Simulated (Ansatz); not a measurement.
Take InSb in the zinc blende structure (space group F-43m, No. 216) as the base.

```
CELL_PARAMETERS angstrom
      0.00000     3.27796     3.27796
      3.27796     0.00000     3.27796
      3.27796     3.27796     0.00000
ATOMIC_POSITIONS crystal
  Sb 0.75000 0.75000 0.75000
  In 0.00000 0.00000 0.00000
```

Cartesian axes are those of the cell as printed.

Level of theory: DFT with r2SCAN, PAW potentials and a 500 eV plane-wave cutoff in Ansatz (a first-principles code), no spin-orbit coupling.

Base values:

| Property | Result |
|---|---|
| Valley order | Γ 0.02 eV; L along ⟨111⟩ 0.77 eV; a point along ⟨100⟩, about 0.8 Å⁻¹ from Γ 1.48 eV |
| Shortest interatomic distance | 2.839 Å |
| Pressure | 0.0 GPa |

Now apply this change: tensor shear ε_xz = +1.18 % (engineering shear γ = 0.0236), atoms relaxed at fixed cell.

### Question
What happens to the valley order?

### Answer
The valley order (the lowest conduction-band minima on the path, energy above the VBM, named in the base's zone) becomes Γ 0.01 eV; L along [1-1-1] 0.60 eV; L along [1-11] 0.80 eV; a point along [010], about 0.8 Å⁻¹ from Γ 1.36 eV (base: Γ 0.02 eV; L along ⟨111⟩ 0.77 eV; a point along ⟨100⟩, about 0.8 Å⁻¹ from Γ 1.48 eV).

### Question
Estimate the effect on the energy relative to the base.

### Answer
The energy rises by 1.8 meV/atom.

### Question
What happens to the largest internal atomic displacement?

### Answer
The largest internal atomic displacement comes out as 0.012 Å.

### Question
Estimate the effect on the shortest interatomic distance.

### Answer
The shortest interatomic distance shrinks by 0.008 Å (2.839 Å → 2.831 Å).

### Question
Estimate the effect on the pressure.

### Answer
The pressure (mean of the normal stresses, compression positive) remains 0.0 GPa.

Spin-orbit coupling, missing from the scalar runs, can matter with Sb. The cells carry an imposed strain or load. No phonon test of stability was made. All final runs are without spin polarisation.
